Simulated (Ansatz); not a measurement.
We look at the energy change from cell B to cell A (1 Li replaced by Al, in a slab cell with nine atoms a plane). Reaction: cell B + Al (fcc) → cell A + Li (bcc). Negative: the products are lower in energy.

Cell A: a slab of Mg (hcp, P6₃/mmc) cut along (0001), 54 atoms, hexagonal cell of 9.58 Å (79.6 Å²), symmetry P3m1, 13.0 Å thick under 16 Å of vacuum, in-plane vectors held at the crystal's; planes from bottom to top: Mg9 × 5 | Mg8Al; added, foreign or displaced atoms, within the planes: Al bound to 9 Mg at 3.00–3.15 Å; spin state with PBE: run without spin, k-point mesh 5×5×1.
```
CELL_PARAMETERS angstrom
      9.58494     0.00000     0.00000
     -4.79247     8.30081     0.00000
      0.00000     0.00000    28.99083
ATOMIC_POSITIONS crystal
  Mg 0.11099 0.22234 0.27642
  Mg 0.22222 0.11111 0.36717
  Mg 0.11082 0.22251 0.45565
  Mg 0.22222 0.11111 0.54393
  Mg 0.11152 0.22181 0.63258
  Al 0.22222 0.11111 0.71436
  Mg 0.11192 0.55596 0.27672
  Mg 0.22219 0.44442 0.36736
  Mg 0.11117 0.55558 0.45589
  Mg 0.22231 0.44413 0.54495
  Mg 0.11101 0.55550 0.63376
  Mg 0.22213 0.43838 0.72303
  Mg 0.11099 0.88865 0.27642
  Mg 0.22219 0.77777 0.36736
  Mg 0.11082 0.88830 0.45565
  Mg 0.22231 0.77818 0.54495
  Mg 0.11152 0.88971 0.63258
  Mg 0.22213 0.78375 0.72303
  Mg 0.44469 0.22234 0.27642
  Mg 0.55556 0.11114 0.36736
  Mg 0.44503 0.22251 0.45565
  Mg 0.55515 0.11102 0.54495
  Mg 0.44362 0.22181 0.63258
  Mg 0.54958 0.11120 0.72303
  Mg 0.44389 0.55444 0.27668
  Mg 0.55556 0.44442 0.36736
  Mg 0.44435 0.55536 0.45583
  Mg 0.55515 0.44413 0.54495
  Mg 0.44491 0.55650 0.63333
  Mg 0.54958 0.43838 0.72303
  Mg 0.44389 0.88945 0.27668
  Mg 0.55556 0.77778 0.36710
  Mg 0.44435 0.88899 0.45583
  Mg 0.55556 0.77778 0.54447
  Mg 0.44491 0.88842 0.63333
  Mg 0.55556 0.77778 0.72379
  Mg 0.77737 0.22141 0.27672
  Mg 0.88891 0.11114 0.36736
  Mg 0.77775 0.22216 0.45589
  Mg 0.88920 0.11102 0.54495
  Mg 0.77783 0.22232 0.63376
  Mg 0.89496 0.11120 0.72303
  Mg 0.77737 0.55596 0.27672
  Mg 0.88889 0.44444 0.36711
  Mg 0.77775 0.55558 0.45589
  Mg 0.88889 0.44444 0.54488
  Mg 0.77783 0.55550 0.63376
  Mg 0.88889 0.44444 0.72454
  Mg 0.77889 0.88945 0.27668
  Mg 0.88891 0.77777 0.36736
  Mg 0.77797 0.88899 0.45583
  Mg 0.88920 0.77818 0.54495
  Mg 0.77684 0.88842 0.63333
  Mg 0.89496 0.78375 0.72303
```

Cell B: a slab of Mg (hcp, P6₃/mmc) cut along (0001), 54 atoms, hexagonal cell of 9.58 Å (79.6 Å²), symmetry P3m1, 13.0 Å thick under 16 Å of vacuum, in-plane vectors held at the crystal's; planes from bottom to top: Mg9 × 5 | LiMg8; added, foreign or displaced atoms, within the planes: Li bound to 9 Mg at 3.14–3.19 Å; spin state with PBE: run without spin, k-point mesh 5×5×1.
```xyz
54
Lattice="9.5849 0.0000 0.0000 -4.7925 8.3008 0.0000 0.0000 0.0000 28.9908" Properties=species:S:1:pos:R:3 pbc="T T T"
Mg     0.0018     1.8436     7.9981
Mg     1.5975     0.9223    10.6311
Mg    -0.0014     1.8454    13.2084
Mg     1.5975     0.9223    15.8021
Mg     0.0037     1.8425    18.3834
Li     1.5975     0.9223    20.9256
Mg    -1.5999     4.6102     7.9939
Mg    -0.0004     3.6899    10.6295
Mg    -1.5971     4.6118    13.2037
Mg    -0.0013     3.6910    15.7874
Mg    -1.5922     4.6146    18.3582
Mg    -0.0038     3.6836    20.9912
Mg    -3.1950     7.3806     7.9981
Mg    -1.5972     6.4555    10.6295
Mg    -3.1950     7.3769    13.2084
Mg    -1.5966     6.4542    15.7874
Mg    -3.1950     7.3828    18.3834
Mg    -1.6043     6.4557    20.9912
Mg     3.1932     1.8436     7.9981
Mg     4.7932     0.9224    10.6295
Mg     3.1964     1.8454    13.2084
Mg     4.7946     0.9226    15.7874
Mg     3.1912     1.8425    18.3834
Mg     4.7895     0.9284    20.9912
Mg     1.5975     4.6151     7.9950
Mg     3.1954     3.6899    10.6295
Mg     1.5975     4.6111    13.2056
Mg     3.1963     3.6910    15.7874
Mg     1.5975     4.6118    18.3599
Mg     3.1988     3.6836    20.9912
Mg     0.0030     7.3767     7.9950
Mg     1.5975     6.4562    10.6326
Mg    -0.0004     7.3787    13.2056
Mg     1.5975     6.4562    15.7813
Mg     0.0003     7.3783    18.3599
Mg     1.5975     6.4562    21.0029
Mg     6.3900     1.8474     7.9939
Mg     7.9867     0.9224    10.6295
Mg     6.3900     1.8441    13.2037
Mg     7.9853     0.9226    15.7874
Mg     6.3900     1.8385    18.3582
Mg     7.9904     0.9284    20.9912
Mg     4.7949     4.6102     7.9939
Mg     6.3900     3.6892    10.6317
Mg     4.7920     4.6118    13.2037
Mg     6.3900     3.6892    15.7807
Mg     4.7872     4.6146    18.3582
Mg     6.3900     3.6892    20.9973
Mg     3.1919     7.3767     7.9950
Mg     4.7921     6.4555    10.6295
Mg     3.1954     7.3787    13.2056
Mg     4.7916     6.4542    15.7874
Mg     3.1947     7.3783    18.3599
Mg     4.7993     6.4557    20.9912
```

Reference: Li (bcc, Im-3m), 1 atom in the cell, k-point mesh 24×24×24 on the run's own vectors. Conventional cell: a = 3.4374 Å, b = 3.4374 Å, c = 3.4374 Å, α = 90.00°, β = 90.00°, γ = 90.00°.

Reference: Al (fcc, Fm-3m), 1 atom in the cell, k-point mesh 26×26×26 on the run's own vectors. Conventional cell: a = b = c = 4.041 Å, α = β = γ = 90.00°.

Plane-wave PAW calculations with Ansatz (a quantum-chemistry and plane-wave program), its PAW set soft_1, cutoff 420 eV, 500 eV for r2SCAN. The structures are at rest with PBE, within the held lattices; other levels are single points on them. Neutral cells; Fermi-Dirac smearing of at most 0.10 eV in the solids, energies taken to zero width. The lattices are those relaxed with PBE, so at other levels the solids can be strained, which adds to the spread. Larger cells are relaxed from a start prepared with the learned potential CHGNet, on a coarser mesh till forces fall under 0.03 eV/Å, which some starts already meet. A dispersion term (D3(BJ), or D4 for r2SCAN) was computed beside these levels and is taken off wherever the name lacks it. Nuclei at rest; no vibrational terms. No structure search was made; lower ones may exist. No correction for cell size. Cell A has symmetry P3m1 and got no random move, so less symmetric positions, which may lie lower, weren't tried. Cell B has symmetry P3m1 and got no random move, so less symmetric positions, which may lie lower, weren't tried.

Problem. What is the computed value (r2SCAN)?

Solution. 0.35 eV, for cell B + Al (fcc) → cell A + Li (bcc).

Problem. List the value at the remaining levels and say how far they part.

Solution. 
| Method | value (eV) | less r2SCAN |
|---|---|---|
| PBE | 0.34 | -0.01 |

The levels span only 0.01 eV, too little to tell them apart.
